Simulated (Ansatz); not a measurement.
WC (P-6m2, relaxed from the WC type): quasi-harmonic values at 300 K, zero-point motion included, from Ansatz (plane waves, PAW) with several functionals, beside measured values. Phonon and k meshes: LDA 4×4×3 / 16×16×12; PBEsol 4×4×3 / 12×12×12; PBE 4×4×3 / 12×12×12; r2SCAN 4×4×3 / 12×12×12. The run noted for some of its cells that some bands missed the eigensolver's tolerance. Spin-orbit coupling is not included. Misses against the measured value stand in brackets.

```tsv
quantity	LDA	PBEsol	PBE	r2SCAN	measured
lattice constant a (Å)	2.890 (-0.6 %)	2.905 (0.0 %)	2.928 (+0.8 %)	2.918 (+0.4 %)	2.906
lattice constant c (Å)	2.818 (-0.7 %)	2.834 (-0.1 %)	2.854 (+0.6 %)	2.843 (+0.2 %)	2.837
```

Static volumes: LDA 10.13, PBEsol 10.29, r2SCAN 10.41, PBE 10.52 Å³/atom. The lattice constant a rises with the volume in this order; PBEsol lies closest to the measured value, and PBE is high by 0.8 %. The lattice constant c rises with the volume in this order; PBEsol lies closest to the measured value, and PBE is high by 0.6 %.

These misses hold whatever the vibrational approximation and the meshes add; that part was not separated from the functional's. The r2SCAN phonons come from finite displacements on a mesh that can be coarser than the others'. The runs of WC (LDA), WC (PBE), WC (PBEsol) noted for some cells that some bands missed the eigensolver's tolerance; how far this moves their values was not measured.

Measured values: Wikipedia, Lattice constant (list at 300 K).

The PAW data sets were generated under PBE and serve the other functionals too.

Ansatz is a first-principles code.
